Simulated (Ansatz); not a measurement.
Response to strain in hypothetical P6/mmm Rb3As

The reference is Rb3As (space group P6/mmm, No. 191; a hypothetical phase, not in the database extracts checked).

```yaml
crystal:
  lattice:
    - [6.18618, 0.00000, 0.00000]
    - [-3.09309, 5.35739, 0.00000]
    - [0.00000, 0.00000, 6.76787]
  atoms:
    - { symbol: Rb, position: [0.00000, 0.00000, 0.50000] }
    - { symbol: Rb, position: [0.33333, 0.66667, 0.00000] }
    - { symbol: Rb, position: [0.66667, 0.33333, 0.00000] }
    - { symbol: As, position: [0.00000, 0.00000, 0.00000] }
```

Cartesian axes are those of the cell as printed.

Strains are applied to the cell and any free atomic positions relax; under stress the whole cell relaxes.

Computed with PBEsol/PAW in Ansatz (a first-principles code), scalar-relativistic without spin-orbit coupling.

Notes on the quantities. energy relative to the base: free energy F; pressure: mean of the normal stresses, compression positive.

```tsv
change	energy relative to the base	volume per atom	pressure
base	0 meV/atom	56.07 Å³	0.0 GPa
isotropic strain −5.93 %	+63 meV/atom	46.68 Å³	2.5 GPa
isotropic strain −5.37 %	+51 meV/atom	47.52 Å³	2.2 GPa
isotropic strain −2.53 %	+10 meV/atom	51.93 Å³	0.8 GPa
isotropic strain −1.14 %	+2.0 meV/atom	54.18 Å³	0.3 GPa
isotropic strain +2.07 %	+5.9 meV/atom	59.63 Å³	-0.5 GPa
uniaxial strain ε_xx = +2.58 %	+2.1 meV/atom	57.52 Å³	[?]
uniaxial strain ε_zz = −1.29 %	+0.7 meV/atom	55.35 Å³	0.1 GPa
uniaxial stress, 1 GPa compression along z	[?]	54.29 Å³	–
uniaxial stress, 5 GPa compression along z	+98 meV/atom	50.00 Å³	–
```

Question: Complete the table.

Answer: 
- uniaxial strain ε_xx = +2.58 %, pressure: -0.2 GPa
- uniaxial stress, 1 GPa compression along z, energy relative to the base: +5.7 meV/atom

Stability under load was not tested beyond the relaxation. All final runs are without spin polarisation.
